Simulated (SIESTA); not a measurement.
Band structure of YPt₂ (Fd-3m, 6 atoms in the cell).

```xyz
6
Lattice="0.0000 3.8254 3.8254 3.8254 0.0000 3.8254 3.8254 3.8254 0.0000" Properties=species:S:1:pos:R:3 pbc="T T T"
Y      3.8254     3.8254     3.8254
Y      5.7381     5.7381     5.7381
Pt     0.9563     2.8690     2.8690
Pt     2.8690     2.8690     0.9563
Pt     2.8690     0.9563     2.8690
Pt     0.9563     0.9563     0.9563
```

Method of the run: GGA PBEsol, numerical atomic orbitals TZP, PseudoDojo PBEsol standard norm-conserving potentials (rewritten from UPF to PSML) (SIESTA 5.4.2).

Settings: XC.functional = GGA; XC.authors = PBEsol; potentials = PseudoDojo PBEsol standard; PAO.BasisSize = TZP; PAO.EnergyShift = 0.01 Ry; MeshCutoff = 300 Ry; kgrid.MonkhorstPack = 6 6 6; OccupationFunction = MP; OccupationMPOrder = 0; ElectronicTemperature = 1160.45 K; MaxSCFIterations = 150; SCF.Mixer.Method = Broyden; SCF.Mixer.Weight = 0.1; SCF.Mixer.History = 6.

The starting cell comes from a database of computed structures (which also holds hypothetical and non-ambient phases and stackings), without a prior relaxation at this level. Spin-orbit coupling is off. Spin polarisation is off. Values carry the incompleteness of an atom-centred basis.

Levels in eV from the Fermi level, bands 44 to 49:
| point | 44 | 45 | 46 | 47 | 48 | 49 |
|---|---|---|---|---|---|---|
| Γ | -0.98 | -0.34 | -0.34 | -0.34 | 0.55 | 0.55 |
| X | -1.72 | -1.65 | -1.65 | -0.11 | -0.11 | 1.74 |
| W | -2.28 | -1.15 | -1.15 | -0.11 | -0.11 | 1.56 |
| K | -2.05 | -1.48 | -1.13 | -0.32 | 0.31 | 1.39 |
| L | -1.48 | -1.48 | 0.55 | 0.57 | 0.63 | 0.63 |
| U | -2.05 | -1.48 | -1.13 | -0.32 | 0.31 | 1.39 |

Bands cross the Fermi level along this path, so the cell is metallic at this level.

Higher empty bands are left out: an atom-centred basis made for the valence describes them poorly.
